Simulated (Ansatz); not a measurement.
## Ansatz run on CaZrN2 (R3m, 4 atoms in the cell): self-consistent single point

Method of the run: LDA (PW92), default PAW files made with PBE (plane waves; Ansatz, a first-principles code).

The input file:

Ansatz 0.2 input:
```yaml
crystal:
  lattice:
    - [1.648805, 0.951937, 5.578660]
    - [-1.648805, 0.951937, 5.578660]
    - [0.000000, -1.903876, 5.578660]
  atoms:
    - { symbol: Ca, position: [0.002988, 0.002988, 0.002988] }
    - { symbol: Zr, position: [0.500000, 0.500000, 0.500000] }
    - { symbol: N, position: [0.238120, 0.238120, 0.238120] }
    - { symbol: N, position: [0.761880, 0.761880, 0.761880] }
basis:
  ecutwfc: 420.0 eV
kpoints:
  mp_grid: { grid: [9, 9, 9] }
hamiltonian:
  xc: lda
  pseudopotentials: { kind: paw }
scf:
  occupations: { method: fermi_dirac, width: 0.02 eV }
output:
  forces: true
  eigenvalues: true
  stress: true
```

The program printed (abridged):

```
WARN ansatz: RAYON_NUM_THREADS=1 ignored (pool sized by the plan → 1); use --threads N
basis.fft_grid_basis auto: the FFT boxes are laid along the combinations [[1, 0, -1], [0, 1, -1], [0, 0, 1]] of the cell's own vectors, 3.298, 3.298 and 5.895 …
Pseudopotentials: kind: paw
Pseudopotential: Ca, paw, valence charge 10
Pseudopotential: Zr, paw, valence charge 12
Pseudopotential: N, paw, valence charge 5
Crystal: 4 atoms, lattice volume = 52.536 Å³
Basis set: ecut = 420 eV, 1051 PW (Γ), FFT grids on a1−a3, a2−a3, a3
Bands: 20, of which v1, the nominal top of the filled ones, is band 16 counted from 1 (15 counted from 0)
Symmetry: 6 space group operations
Space group: R3m (ITA 160), of the structure as read, at distance tolerance 3.7e-5 Å
k-points: 85 of 729 (time reversal used)
PAW frozen core: Ca, regenerated for the run's functional, and the local potential with it
PAW frozen core: Zr, regenerated for the run's functional, and the local potential with it
PAW frozen core: N, regenerated for the run's functional, and the local potential with it
Initial density: superposition of atomic densities (neutral atoms: chi_scale 0, normalization atom), corrected by the library's trained network
Initial wavefunctions: pseudopotential atomic-orbital guess
Eigensolver: davidson
Functional: x = slater, c = lda
SCF iter   1: F=—  HF=-6604.738736 eV  |F-HF|=—  |Δ(HF+E_count)|=         —  Δρ=1.19e-2  dr2=8.71e-2  ethr=1.77e-3  ⟨swp⟩=7.0  Hψ=9777  notcnv=0
all-band conjugate gradients solve this SCF's bands
preconditioner: auto → none
SCF iter   2: F=—  HF=-6604.718353 eV  |F-HF|=—  |Δ(HF+E_count)|=   2.04e-2  Δρ=3.39e-3  dr2=6.37e-3  ethr=2.72e-4  ⟨swp⟩=2.0  Hψ=3148  notcnv=0
SCF iter   3: F=—  HF=-6604.717128 eV  |F-HF|=—  |Δ(HF+E_count)|=   1.23e-3  Δρ=1.61e-3  dr2=2.08e-3  ethr=1.99e-5  ⟨swp⟩=2.2  Hψ=2952  notcnv=0
SCF iter   4: F=—  HF=-6604.716658 eV  |F-HF|=—  |Δ(HF+E_count)|=   4.70e-4  Δρ=7.29e-4  dr2=1.03e-4  ethr=6.49e-6  ⟨swp⟩=2.0  Hψ=2523  notcnv=0
SCF iter   5: F=—  HF=-6604.716637 eV  |F-HF|=—  |Δ(HF+E_count)|=   2.11e-5  Δρ=1.08e-4  dr2=3.07e-6  ethr=3.22e-7  ⟨swp⟩=2.0  Hψ=2224  notcnv=0
SCF iter   6: F=—  HF=-6604.716636 eV  |F-HF|=—  |Δ(HF+E_count)|=   1.13e-6  Δρ=1.50e-5  dr2=7.62e-8  ethr=3.13e-10  ⟨swp⟩=3.0  Hψ=6922  notcnv=0
SCF iter   7: F=-6604.716636 eV  HF=-6604.716636 eV  |F-HF|=4.41e-9  |Δ(HF+E_count)|=   4.06e-9  Δρ=4.08e-6  dr2=8.80e-9  ethr=2.38e-10  ⟨swp⟩=2.0  Hψ=6021  notcnv=0
SCF 1 converged in 7 iterations: F = -6604.716636 eV  dr2 = 8.80e-9
SCF converged after 7 iterations
Free energy (F): -6604.716636 eV
Harris-Foulkes:  -6604.716636 eV  (|F-HF|=4.41e-9)
Internal energy: -6604.716636 eV  (E = F + TS)
E sigma→0 (E₀):  -6604.716636 eV
Entropy (-TS):   -0.000000 eV (-0.000 meV/atom)
Fermi energy:    11.989699 eV
--- Per-component energies (eV) ---
  E_band       = -145.897579
  E_kinetic    = 874.993166
  E_local      = -1476.859012  (includes V_loc(G=0)·N_el)
  E_nonlocal   = 241.438009
  E_hartree    = 459.566989
  E_xc         = -418.090103
  E_vxc        = -517.111071  (∫ρ·V_xc dr)
  E_paw        = -3899.901581  (= ΣΔE_a)
  E_vpaw       = -187.491876  (= ΣTr[D̂ρ^β])
  E_aug_tail   = 0.000193  (compensation charges beyond the density's cutoff)
  E_ewald      = -2386.677951
  E_core_change = 0.813655  (= ΣΔE_core)
  E_smearing   = -0.000000  (= −TS)
  E_closure    = 0.000000  (closes the sum)
  Σ components = -6604.716636   (vs F -6604.716636, Δ=0.00e0)
--- Forces (eV/Å), atoms counted from 1 ---
  atom   1  Ca     0.00000000     0.00000003    -0.56817600
  atom   2  Zr    -0.00000000    -0.00000004     0.62647387
  atom   3  N      0.00000000     0.00000000    -0.04899042
  atom   4  N     -0.00000000     0.00000000    -0.00926760
  max |Σ_I F_I| component: 3.99e-5 eV/Å
--- Stress (GPa, compression-positive) ---
       -6.058667       0.000000      -0.000000
        0.000000      -6.058667       0.000000
       -0.000000       0.000000      -6.115292
  P = ⅓ Tr σ = -6.0775 GPa (-60.775 kbar)
  The stress holds the Pulay correction. Without it, at fixed plane waves, as pw.x and ABINIT print it: P = -6.5244 GPa
--- Band table (eV; the first three rows and the last of 85) ---
  k-point 0: bands = ["-36.0988", "-26.6212", "-14.4038", "-13.8981", "-13.8981", "-8.0552", "-7.6753", "-7.6753", "-1.5706", "0.4911", "7.1520", "8.8024", "8.8024", "11.5161", "11.7863", "11.7863", "14.3681", "14.3681", "14.6865", "16.3657"]
  k-point 1: bands = ["-36.0897", "-26.6102", "-14.3811", "-13.9944", "-13.9173", "-8.0374", "-7.7689", "-7.6931", "-1.3645", "0.3434", "7.4119", "8.8265", "8.9224", "10.9286", "11.4057", "11.4697", "14.3274", "14.8243", "15.0276", "16.5711"]
  k-point 2: bands = ["-36.0665", "-26.5821", "-14.3252", "-14.2278", "-13.9653", "-8.0085", "-7.9771", "-7.7379", "-0.8833", "0.0424", "7.9621", "8.8983", "9.1898", "9.5698", "10.9727", "11.1345", "14.0872", "15.6647", "15.8203", "16.2435"]
  k-point 84: bands = ["-36.0896", "-26.6111", "-14.3655", "-13.9954", "-13.9173", "-8.1028", "-7.7653", "-7.6933", "-0.9032", "-0.1331", "8.3962", "8.5234", "9.0888", "10.2995", "10.7415", "11.0946", "14.1750", "14.9779", "15.4581", "16.3663"]
```

The run converged in 7 iterations.

The starting cell comes from a database of computed structures (which also holds hypothetical and non-ambient phases and stackings), without a prior relaxation at this level. Its lattice was rescaled by up to half a per cent. One atom was moved a little off its site on purpose. With a pressure of about -6 GPa the cell is away from its equilibrium volume at this level. Ansatz's pressure includes its estimate of the finite-basis (Pulay) stress.
